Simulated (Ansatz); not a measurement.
# Defect calculation: Ta_Si in metastable 2H silicon carbide

Calculation: PBE, PAW (plane waves to 420 eV; Ansatz, a first-principles code). The supercell holds 96 host sites (3×2×2 repeats of the unit cell), with a 2×2×2 shifted k-point sampling for the final energies. Site at the start: the Si site. Energies of charged states are corrected for periodic images (point charge plus alignment at distant sites). Dielectric constants: PBE linear response of the host. Host gap at this level: 2.31 eV. A cell of this size leaves errors of a few tenths of an eV. The semilocal functional narrows the gap, so deep levels can fall outside it. Spin–orbit coupling is left out, which matters for these heavy elements. Each state is the lowest found from its start.

Formation energies E_f are given with the Fermi level at the valence-band maximum. Chemical conditions: C-rich (Δμ(Si) = -0.40 eV, Δμ(Ta) = -1.19 eV, bounded by rock-salt TaC; only phases computed here count, gases as isolated molecules at 0 K); Si-rich (Δμ(Si) = 0.00 eV, Δμ(Ta) = -1.43 eV, bounded by TaSi2 (P6_422); only phases computed here count, gases as isolated molecules at 0 K). Reference phases: Si: silicon, Ta: bcc Ta.

```json
[
 {"charge": "+1", "moment (μB)": "not spin-polarised", "largest move off a lattice site (Å)": "0.16", "image correction with alignment (eV)": "0.40", "E_f, C-rich (eV)": "2.23", "E_f, Si-rich (eV)": "2.87", "above the lowest spin state (eV)": "0.00"},
 {"charge": "0", "moment (μB)": "1.0", "largest move off a lattice site (Å)": "0.21", "image correction with alignment (eV)": "0.00", "E_f, C-rich (eV)": "4.07", "E_f, Si-rich (eV)": "4.71", "above the lowest spin state (eV)": "0.00"},
 {"charge": "−1†", "moment (μB)": "2.0", "largest move off a lattice site (Å)": "0.25", "image correction with alignment (eV)": "-0.05", "E_f, C-rich (eV)": "–", "E_f, Si-rich (eV)": "–", "above the lowest spin state (eV)": "0.00"},
 {"charge": "−1*", "moment (μB)": "not spin-polarised", "largest move off a lattice site (Å)": "0.27", "image correction with alignment (eV)": "–", "E_f, C-rich (eV)": "–", "E_f, Si-rich (eV)": "–", "above the lowest spin state (eV)": "0.20"}
]
```

* At this level the carrier isn't localised at the defect: . Such a state is shallow or no state of the defect, and this cell gives it no level.

† Not settled in this cell, so no level is given: charge −1: level within 0.1 eV of a band edge or past it.

Transition levels above the valence-band maximum: ε(+1/0) = 1.84 eV. On the lower envelope of the bound states, inside the gap: (+1/0) at 1.84 eV.

Flagged in the runs: a host whose relaxation on this sampling wasn't shown to rest.
